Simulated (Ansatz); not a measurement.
**The (110) surface of alpha tin, no caps (bottom of the slab: built like the top, H on every dangling bond, free)**

Method: PBE (plane waves to 420 eV, PAW; Ansatz, a first-principles code).

Model: 14-atom slab, 13.2 Å thick at the start with caps and adatoms (thin: gaps and levels are the slab's own), 6x5x1 mesh, Fermi-Dirac 0.025 eV, dipole correction, 4 atoms held, the rest relaxed; held to the start's symmetry, so lower structures may exist; no spin (in PBE a spin-polarised start ends no clearly lower), no spin-orbit, no U. The slab shows no gap over 0.04 eV on its mesh. It is one candidate, not shown to be the stable structure of the face.

* **work function of the top face**: 4.37 eV
* **energy released by relaxation**: 0.023 eV
* **cost**: around 4 core-minutes (rough)
